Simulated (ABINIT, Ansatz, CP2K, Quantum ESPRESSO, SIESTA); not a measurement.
# LaTl (Pm-3m, 2 atoms in the cell) computed with different codes at matched settings

Self-consistent single point.

```
CELL_PARAMETERS angstrom
      3.97238     0.00000     0.00000
      0.00000     3.97238     0.00000
      0.00000     0.00000     3.97238
ATOMIC_POSITIONS crystal
  La 0.00000 0.00000 0.00000
  Tl 0.50000 0.50000 0.50000
```

All programs got the same cell, k-point mesh and kind of occupations (in Ansatz's words: kpoints.mp_grid.grid = 8 8 8; scf.occupations.method = gaussian; scf.occupations.width = 0.1 eV); potentials, basis and cutoffs are each program's usual ones.

```
code                                                                                                                                      model  pressure (GPa)  k-points       cutoff
----------------  -----------------------------------------------------------------------------------------------------------------------------  --------------  --------  -----------
ABINIT                                                           PBEsol, norm-conserving pseudopotentials (PseudoDojo nc-sr-04 PBEsol standard)           -2.07        35       110 Ry
Ansatz                                                                                                          PBEsol, PAW files made with PBE           -2.05        35      default
CP2K                                                                 PBEsol, GPW, DZVP-MOLOPT-SR-GTH basis, GTH-PBE potentials (GTH_POTENTIALS)           -1.18       260  grid 500 Ry
SIESTA            GGA PBEsol, numerical atomic orbitals DZP, PseudoDojo PBEsol standard norm-conserving potentials (rewritten from UPF to PSML)           -1.65       296  grid 350 Ry
Quantum ESPRESSO                                                          PBEsol, PseudoDojo standard norm-conserving (PBESOL) pseudopotentials           -2.07        35       110 Ry
```

The spread over the programs that give each value: pressure within 0.89 GPa.

The starting cell comes from a database of computed structures (which also holds hypothetical and non-ambient phases and stackings), without a prior relaxation at this level. On Ansatz's run: Spin-orbit coupling is off.

Q: Why do the programs differ, and what cannot be compared?

A: Differences of this kind can come from the potentials, where these differ, and from what each basis and cutoff leave unconverged. The zero of total energies and Fermi levels follows the potentials and each program's conventions, so they are not compared here. CP2K and SIESTA use small atom-centred bases, whose incompleteness enters pressures, forces and empty levels differently from a plane-wave cutoff. Ansatz's pressure is given at a fixed set of plane waves, as the other plane-wave codes print theirs. The programs reduce the same mesh by symmetry to different extents, which changes the work and not the result.

Left out of this page: Elk and FLEUR (not drawn, or without a comparable value).

Ansatz is a first-principles code.

Keys are those of Ansatz 0.2.
